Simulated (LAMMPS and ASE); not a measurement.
Interatomic potentials scored against PBE on 5 thermal frames of Si60Ga4 melt, 64 atoms, from DFT MD at 1840 K and 0 GPa (started from the melt; by its diffusion the run was liquid).

Reference: DFT, PBE, plane waves, Ansatz's default PAW set, run with Ansatz at one k-point, whose own sampling error enters the misses (most for metals); rms force 0.85 eV/Å, static pressure -1.5 GPa, which carries the basis error of a finite cutoff. Potentials ran in LAMMPS and ASE. The MPtrj networks were trained on PBE and PBE+U, and their training set holds relaxations of crystals, many of these compositions among them. Potentials trained on another functional, or fitted to measurement, also carry the gap between that and the reference.

- SevenNet-0: SevenNet-0, trained on MPtrj
- CHGNet r2SCAN: CHGNet transfer-learned on r2SCAN data
- CHGNet 0.3.0: CHGNet 0.3.0, trained on MPtrj (PBE and PBE+U)
- SevenNet-l3i5: SevenNet-l3i5, trained on MPtrj

```tsv
potential	force RMSE (eV/Å)	RMSE over rms force	force correlation	relative energy RMSE (meV/atom)	static pressure miss (GPa)
SevenNet-l3i5	0.20	0.23	0.97	4.5	-1.3
SevenNet-0	0.21	0.25	0.97	5.4	-1.0
CHGNet 0.3.0	0.24	0.28	0.96	3.8	-0.8
CHGNet r2SCAN	0.34	0.40	0.92	10	-3.2
```
